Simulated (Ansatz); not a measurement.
Structures of equal composition on the (100) surface of rock-salt TiN: Cr on all Ti sites of the second plane; Cr on all Ti sites of the top plane. The slabs share one bottom face, and each structure is named by its start. These are constructed structures in small cells; real faces may alloy, dewet or reconstruct in larger ones, and not all known structures of the face are among them. Slabs of about 13 Å, Fermi-Dirac smearing of 0.1 eV. Bottom of the slabs: a bare face, its two planes held. Relaxed from the named starts with such symmetry as they have, on meshes of like density; energies extrapolated to zero smearing; spin only where a row says so; no spin-orbit coupling, no U. Brackets mark spin-polarised runs, whose order is one that fits the cell.

Level of theory: PBE (plane waves to 420 eV, PAW; Ansatz, a first-principles code).

Q: Rank these by energy per 1x1 cell (lowest first), as PBE gives it.

A: Cr on all Ti sites of the second plane (0.000 eV [spin, 2.0 μB a cell]), Cr on all Ti sites of the top plane (0.485 eV [spin, 2.6 μB a cell])
